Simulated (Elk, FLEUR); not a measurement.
An Elk input for a self-consistent single point of PbO2 (P4_2/mnm, 6 atoms in the cell) (DFT, PBE, all-electron FP-LAPW, Elk's shipped species files, default APW+lo basis):

```
tasks
  0

xctype
  20

rgkmax
  7.0

rmtscf
  0.85

stype
  0

swidth
  0.00734986

avec
    9.3761275009    0.0000000000    0.0000000000
    0.0000000000    9.3761275009    0.0000000000
    0.0000000000    0.0000000000    6.3990945381

atoms
  2   : nspecies
  'Pb.in'   : spfname
  2   : natoms; atposl, bfcmt below
  0.0000000000  0.0000000000  0.0000000000    0.0 0.0 0.0
  0.5000000000  0.5000000000  0.5000000000    0.0 0.0 0.0
  'O.in'   : spfname
  4   : natoms; atposl, bfcmt below
  0.3074300000  0.3074300000  0.0000000000    0.0 0.0 0.0
  0.6925700000  0.6925700000  0.0000000000    0.0 0.0 0.0
  0.1925700000  0.8074300000  0.5000000000    0.0 0.0 0.0
  0.8074300000  0.1925700000  0.5000000000    0.0 0.0 0.0

ngridk
  5 5 7
```

Q: Translate this input to FLEUR.

A: One input that does it (others would too):

Input of the input generator:

```
scf PbO2
&input film=f /
9.3761275009 0.0000000000 0.0000000000
0.0000000000 9.3761275009 0.0000000000
0.0000000000 0.0000000000 6.3990945381
1.0
1.0 1.0 1.0

6
82 -0.0000000000 -0.0000000000 -0.0000000000
82 0.5000000000 0.5000000000 0.5000000000
8 0.3074300000 0.3074300000 -0.0000000000
8 0.6925700000 0.6925700000 0.0000000000
8 0.1925700000 0.8074300000 0.5000000000
8 0.8074300000 0.1925700000 0.5000000000

&comp jspins=1 /
&kpt div1=5 div2=5 div3=7 /
&end /
```

```xml
<?xml version="1.0" encoding="UTF-8" standalone="no"?>
<fleurInput fleurInputVersion="0.39">
   <comment>
      scf PbO2                                                                                            
   </comment>
   <calculationSetup>
      <cutoffs Kmax="4.3" Gmax="17.2" GmaxXC="17.2" numbands="0"/>
      <scfLoop itmax="100" minDistance="0.00001" maxIterBroyd="15" imix="Anderson" alpha="0.05" precondParam="0.0" spinf="2.0"/>
      <coreElectrons ctail="T" frcor="F" kcrel="0" coretail_lmax="0"/>
      <xcFunctional name="pbe" relativisticCorrections="F"/>
      <magnetism jspins="1"/>
      <soc l_soc="F" theta="0.0" phi="0.0" spav="F"/>
      <expertModes spex="0" secvar="F"/>
      <geometryOptimization l_f="T" forcealpha="1.0" forcemix="BFGS" epsdisp="0.00001" epsforce="0.00001"/>
      <ldaU l_linMix="F" mixParam="0.05" spinf="1.0"/>
   </calculationSetup>
   <cell>
      <bzIntegration valenceElectrons="52.0" mode="gauss" fermiSmearingEnergy="0.00734986">
         <kPointListSelection listName="default-1"/>
         <!-- k-points included here -->
         <xi:include xmlns:xi="http://www.w3.org/2001/XInclude" href="kpts.xml"> </xi:include>
      </bzIntegration>
      <!-- symmetry operations included here -->
      <xi:include xmlns:xi="http://www.w3.org/2001/XInclude" href="sym.xml"> </xi:include>
      <bulkLattice scale="1.0">
         <bravaisMatrix>
            <row-1>    9.3761275008999991     0.0000000000000000     0.0000000000000000</row-1>
            <row-2>    0.0000000000000000     9.3761275008999991     0.0000000000000000</row-2>
            <row-3>    0.0000000000000000     0.0000000000000000     6.3990945381000000</row-3>
         </bravaisMatrix>
      </bulkLattice>
   </cell>
   <atomSpecies>
      <species name="Lead (Pb)" element="Pb" atomicNumber="82">
         <mtSphere radius="2.48" gridPoints="857" logIncrement="0.016"/>
         <atomicCutoffs lmax="10" lnonsphr="8"/>
         <electronConfig flipSpins="F">
            <coreConfig>(1s1/2) (2s1/2) (2p1/2) (2p3/2) (3s1/2) (3p1/2) (3p3/2) (4s1/2) (3d3/2) (3d5/2) (4p1/2) (4p3/2) (5s1/2) (4d3/2) (4d5/2) (4f5/2) (4f7/2) (5p1/2) (5p3/2)</coreConfig>
            <valenceConfig>(6s1/2) (5d3/2) (5d5/2) (6p1/2) (6p3/2)</valenceConfig>
            <stateOccupation state="(6p1/2)" spinUp="0.3333333333333" spinDown="0.3333333333333"/>
            <stateOccupation state="(6p3/2)" spinUp="0.6666666666667" spinDown="0.6666666666667"/>
         </electronConfig>
         <energyParameters s="6" p="6" d="6" f="5"/>
         <lo type="SCLO" l="2" n="5" eDeriv="0"/>
      </species>
      <species name="Oxygen (O)" element="O" atomicNumber="8">
         <mtSphere radius="1.40" gridPoints="483" logIncrement="0.022"/>
         <atomicCutoffs lmax="6" lnonsphr="4"/>
         <electronConfig flipSpins="F">
            <coreConfig>(1s1/2)</coreConfig>
            <valenceConfig>(2s1/2) (2p1/2) (2p3/2)</valenceConfig>
            <stateOccupation state="(2p1/2)" spinUp="0.6666666666667" spinDown="0.6666666666667"/>
            <stateOccupation state="(2p3/2)" spinUp="1.3333333333333" spinDown="1.3333333333333"/>
         </electronConfig>
         <energyParameters s="2" p="2" d="3" f="4"/>
      </species>
   </atomSpecies>
   <atomGroups>
      <atomGroup species="Lead (Pb)">
         <relPos label="                   1">.0000000000 .0000000000 .0000000000</relPos>
         <relPos label="                   2">1.000/2.000 1.000/2.000 1.000/2.000</relPos>
         <force calculate="T" relaxXYZ="TTT"/>
      </atomGroup>
      <atomGroup species="Oxygen (O)">
         <relPos label="                   3">.3074300000 .3074300000 .0000000000</relPos>
         <relPos label="                   4">-.3074300000 -.3074300000 .0000000000</relPos>
         <relPos label="                   5">.1925700000 -.1925700000 1.000/2.000</relPos>
         <relPos label="                   6">-.1925700000 .1925700000 1.000/2.000</relPos>
         <force calculate="T" relaxXYZ="TTT"/>
      </atomGroup>
   </atomGroups>
   <output dos="F" band="F" slice="F">
      <checks vchk="F" cdinf="F"/>
      <bandDOS minEnergy="-.5*Htr" maxEnergy="0.5*Htr" sigma="0.015" storeEVData="T"/>
      <vacuumDOS vacdos="F" integ="F" star="F" nstars="0" locx1="0.0" locy1="0.0" locx2="0.0" locy2="0.0" nstm="0" tworkf="0.0"/>
      <unfoldingBand unfoldBand="F" supercellX="1" supercellY="1" supercellZ="1"/>
      <plotting iplot="0" polar="F">
         <plot TwoD="T" vec1="  1.0  0.0  0.0" vec2="  0.0  1.0  0.0" vec3="  0.0  0.0  1.0" zero="  0.0  0.0  0.0" file="plot"/>
      </plotting>
      <chargeDensitySlicing numkpt="0" minEigenval="0.0" maxEigenval="0.0" nnne="0" pallst="F"/>
      <specialOutput eonly="F"/>
      <magneticCircularDichroism mcd="F" energyLo="-10.0" energyUp="0.0"/>
   </output>
  <!-- We include the file relax.xml here to enable relaxations (see documentation) -->
  <xi:include xmlns:xi="http://www.w3.org/2001/XInclude" href="relax.xml"> <xi:fallback/> </xi:include>
</fleurInput>
```

Basis, cutoffs, solver keys and any potentials are the target program's own. This input uses DFT, PBE, all-electron FLAPW (FLEUR), scalar-relativistic valence.

The starting cell comes from a database of computed structures (which also holds hypothetical and non-ambient phases and stackings), without a prior relaxation at this level. Its lattice was rescaled by a random factor within 2.5 % of one. For this run, on top of that: lattice scaled by 0.98.
